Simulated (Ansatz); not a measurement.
An Ansatz (a quantum-chemistry and plane-wave program) input (Kohn–Sham DFT with the HSE06 functional, run in Ansatz with PAW and 420 eV plane waves, no spin-orbit coupling):

Ansatz 0.2 input:
```yaml
crystal:
  lattice:
    - [1.4940372886, 0.8625828307, 7.6174015133]
    - [-1.4940372886, 0.8625828307, 7.6174015133]
    - [0, -1.7251656615, 7.6174015133]
  atoms:
    - { symbol: Ga, position: [0.3943975539, 0.3943975539, 0.3943975539] }
    - { symbol: Ga, position: [0.6056024461, 0.6056024461, 0.6056024461] }
    - { symbol: O, position: [0, 0, 0] }
    - { symbol: O, position: [0.2399973888, 0.2399973888, 0.2399973888] }
    - { symbol: O, position: [0.7600026112, 0.7600026112, 0.7600026112] }
basis: { ecutwfc: 420, ecutrho_ratio: 4, xc_grid: 2, fft_grid_basis: typed }
kpoints: { mp_grid: { grid: [8, 8, 8] } }
hamiltonian:
  xc: hse06
  dispersion: none
  pseudopotentials: { kind: paw }
scf: { occupations: { method: fermi_dirac, width: 0.01 } }
output: { eigenvalues: true, eigenstates: { kpoints: [[0.088844, -0.088844, 0], [0, 0, 0], [0.5, 0.5, 0.5], [0.5, 0, 0]] } }
```

Question: Which symmetry and how many k-points will the program report, and about how many plane waves at Γ?

Answer: Space group R-3m (ITA 166) with 12 operations, k-points 65 of 512, and 1117 plane waves at Γ.

Single points use the geometry relaxed with PBEsol. HSE06 was sampled on its mesh, a few special points and the semilocal edge points, so its gap is an upper bound. No phonon test of stability was made. The cell is Ga$_{2}$O$_{3}$ (space group R-3m, No. 166; a hypothetical phase, not in the database extracts checked).
